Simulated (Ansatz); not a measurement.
BeSe (F-43m) under hydrostatic pressure: hole conductivity mass by PBEsol with spin-orbit coupling, rigid bands (plane waves, PAW; Ansatz, a quantum-chemistry and plane-wave program). The unloaded cell, whose axes the loads refer to:

```xyz
2
Lattice="0.0000 2.5643 2.5643 2.5643 0.0000 2.5643 2.5643 2.5643 0.0000" Properties=species:S:1:pos:R:3 pbc="T T T"
Be     0.0000     0.0000     0.0000
Se     1.2822     1.2822     1.2822
```

```csv
hydrostatic pressure (GPa),volume per atom (Å³),hole conductivity mass (mₑ)
-2,17.32,0.580
0,16.86,0.564
2,16.46,?
5,15.94,0.531
10,15.21,0.506
```

Problem. Fit a straight line to ln(hole conductivity mass) against the load over the rows given, and predict the row at 2 GPa.

Solution. The means are x̄ = 3.250 GPa and ȳ = -0.6079; Σ(x − x̄)(y − ȳ) = -0.9849 and Σ(x − x̄)² = 86.75, so the slope is -1.14 % per GPa, and the rows given lie within 0.52 % of the line. At 2 GPa the line gives 0.552 mₑ; the calculation gives 0.550 mₑ, 0.41 % from it.

Masses are for dilute carriers at 300 K, harmonic means over directions unless an axis is named. Stresses and pressures are the targets of the relaxation. The structure type is held at every load. Geometry: cell and atoms relaxed with PBEsol.
